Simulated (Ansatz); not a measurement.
Start from TiO$_{2}$ in the anatase structure (space group I4_1/amd, No. 141; a = 3.7780 Å, c = 9.5887 Å).

Computed with r2SCAN, PAW, 500 eV (Ansatz, a quantum-chemistry and plane-wave program; without spin-orbit coupling), earlier PAW set.

For the base:

```
Item               Result
---------------  --------
c/a ratio           2.538
Volume per atom  11.41 Å³
```

Modification: Cd takes the place of Ti on all its sites; the structure is relaxed again.

Tabulated Pauling electronegativity and covalent radius: Ti 1.54, 1.60 Å; Cd 1.69, 1.44 Å.

Q: Predict the new c/a ratio.

A: The c/a ratio rises by 0.028 (2.538 → 2.566).

Q: What happens to the volume per atom?

A: The volume per atom rises by 3.848 Å³ (11.41 Å³ → 15.25 Å³).

Whether these cells are dynamically stable was not tested. As relaxed here, CdO2 is a hypothetical phase, not in the database extracts checked. All final runs are without spin polarisation.
